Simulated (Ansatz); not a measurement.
Computed with PBE (plane waves to 420 eV, PAW; Ansatz, a first-principles code).

Host crystal: 3C silicon carbide, with a band gap (PBE, scalar-relativistic without spin-orbit coupling).

Electrostatic potential energy of an electron, averaged over planes parallel to the surface, in eV from the Fermi level, for H on the 1x1 (110) surface of 3C silicon carbide (cut with top plane C + Si), one in a 1x1 cell, started at the site 'top C':

(z (Å), V (eV)): (5.34, 5.17); (5.62, 5.17); (5.91, 5.17); (6.19, 5.17); (6.47, 5.16); (6.75, 5.16); (7.03, 5.15); (7.31, 5.13); (7.59, 5.09); (7.88, 5.00); (8.16, 4.78); (8.44, 4.31); (8.72, 3.22); (9.00, 0.79); (9.28, -4.56); (9.56, -10.09); (9.84, -11.41); (10.12, -8.96); (10.41, -6.96); (10.69, -8.72); (10.97, -12.33); (11.25, -12.56); (11.53, -8.32); (11.81, -3.78); (12.09, -4.11); (12.38, -8.83); (12.66, -12.55); (12.94, -11.36); (13.22, -6.75); (13.50, -3.99); (13.78, -6.69); (14.06, -11.37); (14.34, -12.73); (14.62, -9.19); (14.91, -4.65); (15.19, -4.63); (15.47, -9.11); (15.75, -12.72); (16.03, -11.48); (16.31, -6.81); (16.59, -4.06); (16.88, -6.85); (17.16, -11.36); (17.44, -12.27); (17.72, -8.20); (18.00, -3.16); (18.28, -0.57); (18.56, 1.80); (18.84, 3.13); (19.12, 3.66); (19.41, 3.90); (19.69, 4.01); (19.97, 4.07); (20.25, 4.09); (20.53, 4.10); (20.81, 4.11); (21.09, 4.11); (21.38, 4.11); (21.66, 4.12); (21.94, 4.12); (22.22, 4.12); (22.50, 4.12)

Slab: 13 atoms, 7.7 Å thick at the start under the adsorbate (thin: gaps and levels are the slab's own); k 6x6x1, smearing 0.01 eV, dipole-corrected; 6 atoms held, the rest relaxed; start symmetry kept, larger cells not searched; spin-polarised, ending with about 1.0 μB a cell, a value that depends on the mesh; orders that need a larger cell were not tried, no spin-orbit, no U, no dispersion correction. The slab shows no gap over 0.04 eV on its mesh. At the end it is bonded to C. In PBE it is, or lies within 0.03 eV of, the lowest of the starts that converged.

Q: The surface cell has an area of 13.57 Å². What dipole along the normal does the step between the two vacuum levels imply?

A: the top vacuum level lies 1.05 eV below the bottom one; p = −ε₀ A ΔV (ε₀ = 0.005526 e/(V·Å)) gives 0.08 e·Å a cell.
